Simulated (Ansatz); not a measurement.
Base system: Pt in the fcc (Cu type) structure (space group Fm-3m, No. 225; a = 3.8954 Å; relaxed with 0.1 eV smearing). Axes: x, y, z lie along the cube axes.

Structures relaxed with DFT with LDA, PAW potentials and a 420 eV plane-wave cutoff in Ansatz (a quantum-chemistry and plane-wave program), without spin-orbit coupling.

Base:

Simulated powder pattern, Cu Kα, λ = 1.54184 Å (kinematic, ideal powder, no thermal factors, no anomalous dispersion; the 8 strongest lines at most, above 2 %, up to 2θ = 90°):

```json
[
 {"2θ (°)": "40.09", "I/Imax (%)": "100", "hkl": "(111)"},
 {"2θ (°)": "46.63", "I/Imax (%)": "49", "hkl": "(200)"},
 {"2θ (°)": "68.08", "I/Imax (%)": "32", "hkl": "(220)"},
 {"2θ (°)": "82.05", "I/Imax (%)": "40", "hkl": "(311)"},
 {"2θ (°)": "86.56", "I/Imax (%)": "12", "hkl": "(222)"}
]
```

It is then changed as follows: tensor shear ε_xy = +2.00 % (engineering shear γ = 0.0400), atoms relaxed at fixed cell.

After the change:

Simulated powder pattern, Cu Kα, λ = 1.54184 Å (kinematic, ideal powder, no thermal factors, no anomalous dispersion; the 8 strongest lines at most, above 2 %, up to 2θ = 90°):

```csv
2θ (°),d (Å),I/Imax (%),hkl
39.55,2.279,100,(111)
40.66,2.219,93,(1 -1 1)
46.63,1.948,32,(002)
46.66,1.947,63,(200)
68.10,1.377,42,(202)
81.01,1.187,26,(311)
81.70,1.179,13,(113)
83.19,1.161,25,(3 -1 1)
```

The indices refer to the base's conventional cell; one index is shown for lines that coincide. The space group is now Immm (No. 71).

The cells carry an imposed strain or load. No phonon test of stability was made. All final runs are without spin polarisation.
